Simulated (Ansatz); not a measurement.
**BAs in the zinc blende structure (space group F-43m, No. 216)**

```yaml
crystal:
  lattice:
    - [0.00000, 2.40467, 2.40467]
    - [2.40467, 0.00000, 2.40467]
    - [2.40467, 2.40467, 0.00000]
  atoms:
    - { symbol: As, position: [0.75000, 0.75000, 0.75000] }
    - { symbol: B, position: [0.00000, 0.00000, 0.00000] }
```

Level of theory: PBE, PAW, 420 eV (Ansatz, a first-principles code; no SOC). Γ-centred 12×12×12 mesh, Fermi–Dirac width 0.05 eV.

The volume per atom comes out as 13.90 Å³ and the density is 5.12 g/cm³. The band gap is 1.21 eV, indirect, Γ → Γ–X (82 % along) and the electron mass comes out as 1.1 mₑ along k, 0.22 mₑ across. The hole mass (degenerate bands, along [100]) comes out as 0.21, 0.24, 0.24 mₑ, the lowest conduction-band minima above the VBM is a point along ⟨100⟩, about 1.1 Å⁻¹ from Γ 1.21 eV; L along ⟨111⟩ 2.57 eV and the total energy comes out as -2506.053 eV/atom (σ→0; compares only within this code and set-up).

Effective masses come from finite differences of ±0.01 Å⁻¹. Along k means along the line from Γ to the band edge. Gaps are read on the SCF mesh and a high-symmetry path. No phonon test of stability was made.
